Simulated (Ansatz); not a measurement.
Candidates (primitive cells; geometry: cell and atoms relaxed with PBEsol):
A. K2Te (Fm-3m), a = b = c = 5.7209 Å, α = β = γ = 60.00°
B. PbF2 (Fm-3m), a = b = c = 4.171 Å, α = β = γ = 60.00°
C. Na₂Te (Fm-3m), a = b = c = 5.1243 Å, α = β = γ = 60.00°

Question: Put the candidates in order of hole conductivity mass, lowest first, for PBEsol with spin-orbit coupling, rigid bands in Ansatz (a quantum-chemistry and plane-wave program).

Answer: C (1.74 mₑ), B (4.6 mₑ), A (7.3 mₑ)

Masses are for dilute carriers at 300 K, harmonic means over directions unless an axis is named.

Formula and space group known from diffraction (Crystallography Open Database), not checked to be the room-temperature form: K2Te (Fm-3m), Na2Te (Fm-3m), PbF2 (Fm-3m).
